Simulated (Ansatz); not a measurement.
Base system: BeS in the zinc blende structure (space group F-43m, No. 216; a = 4.8686 Å).

The values are results of r2SCAN, PAW, 500 eV (Ansatz, an electronic-structure program; without spin-orbit coupling), not measurements.

Before the change:

- Electron mass: 0.79 mₑ along k, 0.29 mₑ across (at X)
- Band gap: 3.59 eV
- Hole mass: 0.34, 0.57, 0.57 mₑ (at Γ)
- Smallest direct gap: 6.22 eV

It is then changed as follows: the cell is scaled by 0.9800 in all directions, atoms relaxed at fixed cell.

Problem. What happens to the electron mass, band gap, hole mass and smallest direct gap?

Solution. The electron mass becomes 0.77 mₑ along k, 0.28 mₑ across (at X) (base: 0.79 mₑ along k, 0.29 mₑ across (at X)); the band gap shrinks by 0.14 eV to 3.45 eV; the hole mass (degenerate bands, along [100]) becomes 0.35, 0.53, 0.53 mₑ (at Γ) (base: 0.34, 0.57, 0.57 mₑ (at Γ)); the smallest direct gap falls by 0.03 eV (6.22 eV → 6.19 eV).

The cells carry an imposed strain or load. Effective masses come from finite differences of ±0.01 Å⁻¹. Along k means along the line from Γ to the band edge. Whether these cells are dynamically stable was not tested.
